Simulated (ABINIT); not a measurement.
**Worked example: self-consistent single point of ZrC (Fm-3m, 2 atoms in the cell) in ABINIT**

Computed with PBE, PAW (JTH v2.0 PBE PAW) (plane waves; ABINIT).

The input file:

```
# ZrC, JTH v2.0 PBE PAW
pp_dirpath "./"
pseudos "Zr.GGA_PBE-JTH.xml, C.GGA_PBE-JTH.xml"
acell 3*1.0 Angstrom
rprim
         0.0000000000    2.3570500000    2.3570500000
         2.3570500000    0.0000000000    2.3570500000
         2.3570500000    2.3570500000   -0.0000000000
natom 2
ntypat 2
znucl 40 6
typat 1 2
xred
         0.0000000000    0.0000000000    0.0000000000
         0.5000000000    0.5000000000    0.5000000000
ecut 21
pawecutdg 42
pawxcdev 0
occopt 3
tsmear 0.00367493
nband 13
kptopt 1
ngkpt 8 8 8
nshiftk 1
shiftk 0 0 0
nstep 50
tolvrs 1.0e-12
prtwf 0
prtden 0
prtvol 1
enunit 2
```

The program printed (abridged):

```
 Symmetries : space group Fm -3 m (#225); Bravais cF (face-center cubic)

 -outvars: echo values of preprocessed input variables --------
            acell      1.8897261329E+00  1.8897261329E+00  1.8897261329E+00 Bohr
             ecut      2.10000000E+01 Hartree
           enunit           2
              ixc     -101130
         kptrlatt        8    0    0      0    8    0      0    0    8
          kptrlen      5.03932826E+01
            natom           2
            nband          13
            ngfft          27      27      27
          ngfftdg          40      40      40
             nkpt          29
            nstep          50
             nsym          48
           ntypat           2
           occopt           3
        pawecutdg      4.20000000E+01 Hartree
         pawxcdev           0
            rprim      0.0000000000E+00  2.3570500000E+00  2.3570500000E+00
                       2.3570500000E+00  0.0000000000E+00  2.3570500000E+00
                       2.3570500000E+00  2.3570500000E+00 -0.0000000000E+00
          spgroup         225
           tolvrs      1.00000000E-12
           tsmear      3.67493000E-03 Hartree
            typat      1  2
           useylm           1
             xred      0.0000000000E+00  0.0000000000E+00  0.0000000000E+00
                       5.0000000000E-01  5.0000000000E-01  5.0000000000E-01
            znucl       40.00000    6.00000

== DATASET  1 ==================================================================

 Real(R)+Recip(G) space primitive vectors, cartesian coordinates (Bohr,Bohr^-1):
 R(1)=  0.0000000  4.4541790  4.4541790  G(1)= -0.1122541  0.1122541  0.1122541
 R(2)=  4.4541790  0.0000000  4.4541790  G(2)=  0.1122541 -0.1122541  0.1122541
 R(3)=  4.4541790  4.4541790  0.0000000  G(3)=  0.1122541  0.1122541 -0.1122541
 Unit cell volume ucvol=  1.7673924E+02 bohr^3
 Angles (23,13,12)=  6.00000000E+01  6.00000000E+01  6.00000000E+01 degrees

 Coarse grid specifications (used for wave-functions):

 getcut: wavevector=  0.0000  0.0000  0.0000  ngfft=  27  27  27
         ecut(hartree)=     21.000   => boxcut(ratio)=   2.00381

 Fine grid specifications (used for densities):

 getcut: wavevector=  0.0000  0.0000  0.0000  ngfft=  40  40  40
         ecut(hartree)=     42.000   => boxcut(ratio)=   2.17664

   3.19578956E+02                                ecore*ucvol(ha*bohr**3)

_setup2: Arith. and geom. avg. npw (full set) are     812.697     812.653

--- !BeginCycle
solver: {iscf: 17, nstep: 50, nline: 4, wfoptalg: 10, }
tolerances: {tolvrs: 1.00E-12, }
...

     iter   Etot(hartree)      deltaE(h)  residm     nres2
 ETOT  1  -53.350864596465    -5.335E+01 3.140E-01 4.392E+01
 ETOT  2  -53.355614422592    -4.750E-03 4.024E-02 1.942E+01
 ETOT  3  -53.320656248428     3.496E-02 1.065E-02 8.496E-01
 ETOT  4  -53.320946891461    -2.906E-04 5.206E-03 5.072E-02
 ETOT  5  -53.320853840763     9.305E-05 8.100E-04 1.607E-03
 ETOT  6  -53.320856597686    -2.757E-06 1.131E-04 3.837E-05
   [... 2 lines left out ...]
 ETOT  9  -53.320856597343     1.994E-10 2.893E-06 4.580E-08
 ETOT 10  -53.320856597326     1.647E-11 2.832E-06 7.030E-10
 ETOT 11  -53.320856597327    -9.095E-13 8.574E-07 1.702E-10
 ETOT 12  -53.320856597326     9.521E-13 8.066E-07 8.420E-12
 ETOT 13  -53.320856597327    -3.482E-13 2.757E-07 8.014E-14

 At SCF step   13       nres2   =  8.01E-14 < tolvrs=  1.00E-12 =>converged.

 Cartesian components of stress tensor (hartree/bohr^3)
  sigma(1 1)=  3.37258066E-05  sigma(3 2)=  0.00000000E+00
  sigma(2 2)=  3.37258066E-05  sigma(3 1)=  0.00000000E+00
  sigma(3 3)=  3.37258066E-05  sigma(2 1)=  0.00000000E+00

 ----iterations are completed or convergence reached----

 reduced coordinates (array xred) for    2 atoms
       0.000000000000      0.000000000000      0.000000000000
       0.500000000000      0.500000000000      0.500000000000
 cartesian forces (eV/Angstrom) at end:
    1     -0.00000000000000    -0.00000000000000    -0.00000000000000
    2     -0.00000000000000    -0.00000000000000    -0.00000000000000
 frms,max,avg= 0.0000000E+00 0.0000000E+00   0.000E+00  0.000E+00  0.000E+00 e/A
 length scales=  1.889726132886  1.889726132886  1.889726132886 bohr
              =  1.000000000000  1.000000000000  1.000000000000 angstroms
 Fermi (or HOMO) energy (hartree) =   0.42241   Average Vxc (hartree)=  -0.44699
 Eigenvalues (hartree) for nkpt=  29  k points:
 kpt#   1, nband= 13, wtk=  0.00195, kpt=  0.0000  0.0000  0.0000 (reduced coord)
  -1.34621   -0.52725   -0.52725   -0.52725    0.00883    0.45764    0.45764    0.45764
   0.46339    0.46339    0.46339    0.52557    0.52557
      occupation numbers for kpt#   1
   2.00000    2.00000    2.00000    2.00000    2.00000    0.00014    0.00014    0.00014
   0.00003    0.00003    0.00003    0.00000    0.00000
 prteigrs : prtvol=0 or 1, do not print more k-points.

 Fermi (or HOMO) energy (eV) =  11.49437   Average Vxc (eV)= -12.16315
 Eigenvalues (   eV  ) for nkpt=  29  k points:
 kpt#   1, nband= 13, wtk=  0.00195, kpt=  0.0000  0.0000  0.0000 (reduced coord)
 -36.63232  -14.34718  -14.34718  -14.34718    0.24014   12.45290   12.45290   12.45290
  12.60955   12.60955   12.60955   14.30138   14.30138
 prteigrs : prtvol=0 or 1, do not print more k-points.

--- !EnergyTerms
comment             : Components of total free energy in Hartree
kinetic             :  1.53875689436596E+01
hartree             :  6.99666152542351E+00
xc                  : -8.94184740222276E+00
Ewald energy        : -4.70452743525521E+01
psp_core            :  1.80819467265756E+00
local_psp           : -3.33270710286136E+01
spherical_terms     :  1.18012864534418E+01
internal            : -5.33204811882060E+01
'-kT*entropy'       : -3.75669517408575E-04
total_energy        : -5.33208568577234E+01
total_energy_eV     : -1.45093430369963E+03
...

-Cartesian components of stress tensor (GPa)         [Pressure= -9.9225E-01 GPa]
- sigma(1 1)=  9.92247322E-01  sigma(3 2)=  0.00000000E+00
- sigma(2 2)=  9.92247322E-01  sigma(3 1)=  0.00000000E+00
- sigma(3 3)=  9.92247322E-01  sigma(2 1)=  0.00000000E+00

 Calculation completed.
```

The run converged in 13 iterations.

The starting cell has typed, rounded lattice constants, without a prior relaxation at this level. Its lattice was rescaled by up to half a per cent.
